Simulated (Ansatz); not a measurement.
Defect migration in monoclinic ZrO2: interstitial Ti, charge state +4. Method: PBE, PAW (plane waves to 420 eV; Ansatz, a quantum-chemistry and plane-wave program).

Settings: 96 host sites, the relaxed PBE lattice, the Γ point alone, smearing 0.01 eV, spin-restricted, no image-charge correction. No zero-point or tunnelling terms. The charge state is imposed; whether it is stable for some Fermi level was not computed. Sites that were not tried may lie lower.

Barriers: single points on a 2×2×2 k-point mesh shifted by half a step at the bands' geometries.

The step: a direct jump of one Ti atom (a rearrangement that moves the defect's centre by under 1 Å). Atoms about the jump, Cartesian Å from the middle of the jump, before and after:

| atom | x0 | y0 | z0 | x1 | y1 | z1 |
|---|---|---|---|---|---|---|
| Ti1 | -0.37 | 0.27 | -0.12 | 0.37 | -0.27 | 0.12 |
| O2 | -0.03 | -0.75 | -1.69 | -0.09 | -0.81 | -1.65 |
| O3 | 0.09 | 0.81 | 1.65 | 0.03 | 0.75 | 1.69 |
| O4 | -0.49 | -1.51 | 0.73 | -0.56 | -1.68 | 0.84 |
| O5 | 0.56 | 1.68 | -0.84 | 0.49 | 1.51 | -0.73 |
| O6 | 2.35 | -1.22 | -0.18 | 2.05 | -1.07 | -0.08 |
| O7 | -2.05 | 1.07 | 0.08 | -2.35 | 1.22 | 0.18 |
| Zr8 | 2.02 | 0.22 | -1.72 | 2.02 | 0.35 | -1.89 |
| Zr9 | -2.02 | -0.35 | 1.89 | -2.02 | -0.22 | 1.72 |
| Zr10 | 1.35 | 2.52 | 1.11 | 1.34 | 2.51 | 1.10 |
| Zr11 | -1.34 | -2.51 | -1.10 | -1.35 | -2.52 | -1.11 |
| O12 | 2.90 | 1.30 | 0.05 | 2.92 | 1.33 | 0.03 |
| O13 | -2.92 | -1.33 | -0.03 | -2.90 | -1.30 | -0.05 |
| Zr14 | 1.24 | -2.84 | 1.10 | 1.28 | -2.98 | 1.17 |
| Zr15 | -1.28 | 2.98 | -1.17 | -1.24 | 2.84 | -1.10 |
| O16 | 1.89 | -1.34 | 2.48 | 1.87 | -1.39 | 2.50 |
| O17 | -1.87 | 1.39 | -2.50 | -1.89 | 1.34 | -2.48 |
| O18 | 0.44 | -3.48 | -0.80 | 0.42 | -3.52 | -0.76 |
| O19 | -0.42 | 3.52 | 0.76 | -0.44 | 3.48 | 0.80 |

Q: Predict the transition state.

A: 
```csv
atom,x,y,z
Ti1,-0.01,-0.01,0.01
O2,-0.12,-0.79,-1.72
O3,0.10,0.78,1.73
O4,-0.62,-1.64,0.81
O5,0.60,1.62,-0.79
O6,1.88,-0.93,-0.01
O7,-1.91,0.92,0.03
Zr8,2.03,0.28,-1.80
Zr9,-2.06,-0.29,1.81
Zr10,1.36,2.52,1.12
Zr11,-1.38,-2.53,-1.11
O12,2.98,1.35,0.05
O13,-3.01,-1.36,-0.04
Zr14,1.21,-2.86,1.14
Zr15,-1.23,2.85,-1.13
O16,1.86,-1.38,2.56
O17,-1.89,1.37,-2.54
O18,0.40,-3.49,-0.78
O19,-0.42,3.48,0.80
```
It lies 0.33 eV above the start and 0.33 eV above the end. The program found a first-order saddle point.
